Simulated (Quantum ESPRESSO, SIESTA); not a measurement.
A SIESTA input for a self-consistent single point of BP (P6_3mc, 4 atoms in the cell) (DFT, GGA PBEsol, numerical atomic orbitals TZP, PseudoDojo PBEsol standard norm-conserving potentials (rewritten from UPF to PSML)):

```
# files in the folder: B.psml P.psml (PseudoDojo PBEsol standard)
SystemName  BP
SystemLabel bp

NumberOfAtoms                4
NumberOfSpecies              2
%block ChemicalSpeciesLabel
  1 5 B
  2 15 P
%endblock ChemicalSpeciesLabel
LatticeConstant              1.0 Ang
%block LatticeVectors
     3.188320000    0.000000000    0.000000000
    -1.594160000    2.761166000    0.000000000
     0.000000000    0.000000000    5.290070000
%endblock LatticeVectors
AtomicCoordinatesFormat      Ang
%block AtomicCoordinatesAndAtomicSpecies
     1.594161594    0.920387746    2.647203929  1
    -0.000001594    1.840778254    0.002168929  1
     1.594161594    0.920387746    4.626642321  2
    -0.000001594    1.840778254    1.981607321  2
%endblock AtomicCoordinatesAndAtomicSpecies

XC.functional                GGA
XC.authors                   PBEsol
PAO.BasisSize                TZP
PAO.EnergyShift              0.01 Ry
MeshCutoff                   400 Ry
%block kgrid.MonkhorstPack
   10   0   0  0.0
    0  10   0  0.0
    0   0   5  0.0
%endblock kgrid.MonkhorstPack
OccupationFunction           FD
ElectronicTemperature        10 K

MaxSCFIterations             150
SCF.Mixer.Method             Broyden
SCF.Mixer.Weight             0.2
SCF.Mixer.History            6
SCF.DM.Tolerance             1.0E-05
Diag.ParallelOverK           true
WriteForces                  true
Charge.Mulliken              end
```

Q: Translate this input to Quantum ESPRESSO.

A: One input that does it (others would too):

```fortran
&CONTROL
    calculation = 'scf'
    prefix = 'bp'
    outdir = './tmp/'
    pseudo_dir = './'
    verbosity = 'high'
    tprnfor = .true.
    tstress = .true.
/
&SYSTEM
    ibrav = 0
    nat = 4
    ntyp = 2
    ecutwfc = 50
    ecutrho = 400
    occupations = 'fixed'
    nbnd = 16
    input_dft = 'pbesol'
/
&ELECTRONS
    conv_thr = 1.0d-8
/
ATOMIC_SPECIES
B     10.8100  B_pbe_v1.01.uspp.F.UPF
P     30.9738  P.pbe-n-rrkjus_psl.1.0.0.UPF
ATOMIC_POSITIONS {crystal}
B     0.6666666667    0.3333333333    0.5004100000
B     0.3333333333    0.6666666667    0.0004100000
P     0.6666666667    0.3333333333    0.8745900000
P     0.3333333333    0.6666666667    0.3745900000
K_POINTS {automatic}
10 10 5  0 0 0
CELL_PARAMETERS {angstrom}
   3.1883199334     0.0000000000     0.0000000000
  -1.5941599667     2.7611660577     0.0000000000
   0.0000000000     0.0000000000     5.2900700000
```

Basis, cutoffs, solver keys and any potentials are the target program's own. This input uses DFT, PBEsol, plane waves, SSSP 1.1.2 precision (PBE) pseudopotentials.

The starting cell comes from a database of computed structures (which also holds hypothetical and non-ambient phases and stackings), without a prior relaxation at this level.
